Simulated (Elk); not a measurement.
Input and output of a self-consistent single point for CoGa (P1, 2 atoms in the cell) (Elk).

Level of theory: PBEsol, all-electron FP-LAPW, Elk's shipped species files, APW+lo basis with extra local orbitals in Elk.

```xyz
2
Lattice="2.8800 0.0000 0.0000 0.0000 2.8800 0.0000 0.0000 0.0000 2.8800" Properties=species:S:1:pos:R:3 pbc="T T T"
Ga     1.4308     1.5330     1.4064
Co     0.0092    -0.0930     0.0336
```

Reference input (self-consistent single point, DFT, PBE, all-electron FP-LAPW, Elk's shipped species files, APW+lo basis with extra local orbitals): xctype = 20; rgkmax = 7.5; stype = 0; swidth = 0.00367493 Ha; ngridk = 9 9 9; gmaxvr = 16 1/bohr; nxlo = 2; lorbcnd = true; lmaxi = 2; maxscl = 100. This run's input differs from it in these lines:

```diff
@@ -4,3 +4,3 @@
 xctype
-  20
+  22
```

Log, with long lists cut:

```
│ Self-consistent loop started │
│ Loop number : 1 │
 total energy                :     -3343.47572320
│ Loop number : 2 │
 total energy                :     -3342.99339024
RMS change in Kohn-Sham potential (target) :   0.3958113310     (  0.1000000000E-05)
Absolute change in total energy (target)   :   0.4823329615     (  0.1000000000E-03)
│ Loop number : 3 │
 total energy                :     -3342.84399964
RMS change in Kohn-Sham potential (target) :   0.3650996655     (  0.1000000000E-05)
Absolute change in total energy (target)   :   0.2699738408     (  0.1000000000E-03)
│ Loop number : 4 │
   [... lines left out ...]
Absolute change in total energy (target)   :   0.2778974126E-03 (  0.1000000000E-03)
│ Loop number : 14 │
 total energy                :     -3335.00532087
RMS change in Kohn-Sham potential (target) :   0.1142635002E-05 (  0.1000000000E-05)
Absolute change in total energy (target)   :   0.7278866724E-04 (  0.1000000000E-03)
│ Loop number : 15 │
 total energy                :     -3335.00529962
RMS change in Kohn-Sham potential (target) :   0.5034732431E-06 (  0.1000000000E-05)
Absolute change in total energy (target)   :   0.3945177195E-04 (  0.1000000000E-03)
Convergence targets achieved

│ Loop number : 16 │

Energies :
 Fermi                       :     0.358147606237
 total energy                :     -3335.00528176

Density of states at Fermi energy :    33.47918521
 (states/Hartree/unit cell)

Estimated indirect band gap :   0.7331407316E-03
 from k-point    526 to k-point    286
Estimated direct band gap   :   0.2477756907E-01
 at k-point    474

Charges :
 core                        :    30.00000000
 valence                     :    28.00000000
 interstitial                :    2.806676976
 muffin-tins (core leakage)
  species :    1 (Ga)
   atom    1                 :    29.35237669     (  0.2353976080E-02)
  species :    2 (Co)
   atom    1                 :    25.84094633     (  0.1487891883E-02)
 total in muffin-tins        :    55.19332302
 total calculated charge     :    57.99126715
 total charge                :    58.00000000
 error                       :   0.8732850839E-02

│ Self-consistent loop stopped │
```

The run converged in 16 iterations. The count includes the last loop, which Elk runs after its targets are met. 

The starting cell has typed, rounded lattice constants, without a prior relaxation at this level. Its atoms were displaced at random from the sites of space group no. 221. Spin polarisation is off. Values depend on the basis (sphere radii, cutoffs, local orbitals), which need not be converged. The log's line on a gap gives a spacing of levels on this mesh, which the program prints for metals too.

Cost on one core of a shared machine: roughly 3 min.
